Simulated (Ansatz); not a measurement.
# Worked sum: formation energy of Al2Cu (I4/mcm) from the elements

This concerns the formation energy of Al2Cu (I4/mcm) from the elements. Reaction: Cu (fcc) + 2 Al (fcc) → Al2Cu (I4/mcm). The sign is products less reactants. The value is per atom of the solid.

Al2Cu (I4/mcm), 6 atoms in the cell; spin state with PBE: run without spin. Conventional cell: a = b = 6.060 Å, c = 4.873 Å, α = β = γ = 90.00°.

Ansatz (a first-principles code) with PAW potentials; structures come from PBE relaxations, nuclei static, no net charge. Ansatz runs with its default PAW set. Other levels take these structures. The lattices are those relaxed with PBE, so at other levels the solids can be strained, which adds to the spread. A dispersion term (D3(BJ), or D4 for r2SCAN) was computed beside these levels and is taken off wherever the name lacks it.

Total energies of the cells in eV, at zero smearing width. They compare only within one column; the weights balance every element.

```tsv
cell	atoms	weight	r2SCAN	PBE+D3(BJ)
Al2Cu (I4/mcm)	6	+1	-15425.03574	-15403.72384
Cu (fcc)	1	−2	-6631.22729	-6625.75037
Al (fcc)	1	−4	-540.40590	-537.84002
```

r2SCAN: (-15425.03574) − 2 × (-6631.22729) − 4 × (-540.40590) = -0.958 eV; dividing by 6 atoms gives -0.16 eV/atom.

PBE+D3(BJ): (-15403.72384) − 2 × (-6625.75037) − 4 × (-537.84002) = -0.863 eV; dividing by 6 atoms gives -0.14 eV/atom.

What follows from the r2SCAN value: A formula unit of Al2Cu has 3 atoms, so it forms with -0.1596 × 3 = -0.479 eV, or -46.2 kJ/mol at 96.485 kJ/mol per eV.
